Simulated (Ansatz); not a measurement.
Rutile MgH2 was calculated with PBEsol in Ansatz (plane waves, PAW).

Numerical settings: plane-wave cutoff 520 eV, 8×8×12 k mesh (along the axes of the cell as run), Fermi–Dirac smearing 0.01 eV, scalar-relativistic PAW data made under PBE.

Energies at three volumes about the minimum:

```
V (Å³/atom)  E − E_lowest (meV/atom)
-----------  -----------------------
9.844                           0.64
10.045                          0.00
10.246                          0.62
```

Fit a parabola by hand: where is the minimum, and what is the bulk modulus?

Slopes: (0.00 − 0.64)/(10.045 − 9.844) = -3.184 and (0.62 − 0.00)/(10.246 − 10.045) = 3.085 meV/Å³. Curvature E″ = 2 × (3.085 − (-3.184))/(10.246 − 9.844) = 31.189 meV/Å⁶. From the middle of the first interval, the slope vanishes at V0 = 9.9445 − (-3.184)/31.189 = 10.047 Å³/atom. B = V0 E″ = 10.047 × 31.189 meV/Å³ × 0.1602 GPa per meV/Å³ = 50.2 GPa. The full Birch–Murnaghan fit to all volumes gives V0 = 10.043 Å³/atom and B0 = 50.0 GPa.

Shape and atoms are relaxed at each volume.

Measured, for comparison: bulk modulus 49 ± 2 GPa (room temperature, not corrected to a static lattice, measured on MgD2; as tabulated in abstract on rutile-type MgD2 by neutron diffraction to 9.3 GPa, listed at scite); equilibrium volume per atom 10.27 Å³/atom (temperature not stated, not corrected to a static lattice; as tabulated in Ellinger et al., J. Am. Chem. Soc. 77, 2647 (1955) (COD 4124639)). Computed (rounded) less measured: bulk modulus +2 % (inside the measured uncertainty), equilibrium volume per atom -2.2 %. A static lattice is as a rule a little smaller and stiffer than an uncorrected measurement, which can account for part of this.

Note: the bulk modulus comes from volumes at which shape and atoms were relaxed.

Ansatz is a quantum-chemistry and plane-wave program.
